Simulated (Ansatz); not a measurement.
Consider GaN in the zinc blende structure (space group F-43m, No. 216; a = 4.498 Å).

Levels (all Ansatz, a program for electronic structure, PAW, earlier PAW set): r2SCAN (500 eV, no spin-orbit coupling); HSE06 (420 eV, scalar-relativistic without spin-orbit coupling).

The geometry is relaxed with r2SCAN.

- r2SCAN lowest conduction level above the VBM at special points: Γ 2.17 eV; X 3.77 eV; L 5.22 eV

With HSE06 at the same geometry, the lowest conduction level above the VBM at special points changes from Γ 2.17 eV; X 3.77 eV; L 5.22 eV to Γ 3.00 eV; X 4.45 eV; L 6.12 eV.

Single points use the geometry relaxed with r2SCAN. The levels and masses belong to the bands next to the band gap. Whether these cells are dynamically stable was not tested. This is not the structure that GaN has at room temperature and ambient pressure.
